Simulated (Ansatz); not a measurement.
Seebeck coefficient (μV/K, mean over directions) of p-type Cu2O (Pn-3m) against carrier density, PBEsol with spin-orbit coupling, rigid bands (Ansatz, a first-principles code). Computed gap 0.47 eV; densities at which minority carriers matter at this gap, or further valleys turn the trend, are left out. Conductivity mass 1.16 mₑ (harmonic mean over directions), N_v = 1.7e19 cm⁻³ at 300 K.

```tsv
hole density	300 K	500 K
3e18 cm⁻³	(withheld)	562
1e19 cm⁻³	307	461
3e19 cm⁻³	235	373
1e20 cm⁻³	180	(withheld)
3e20 cm⁻³	150	222
1e21 cm⁻³	(withheld)	153
```

Fill in the missing entries.


- 3e18 cm⁻³, 300 K: 400
- 1e20 cm⁻³, 500 K: 288
- 1e21 cm⁻³, 300 K: 107

Rigid bands with a gap fixed in temperature, one relaxation time for all states, no polarons or phonon drag, and whether or not such doping can be reached.
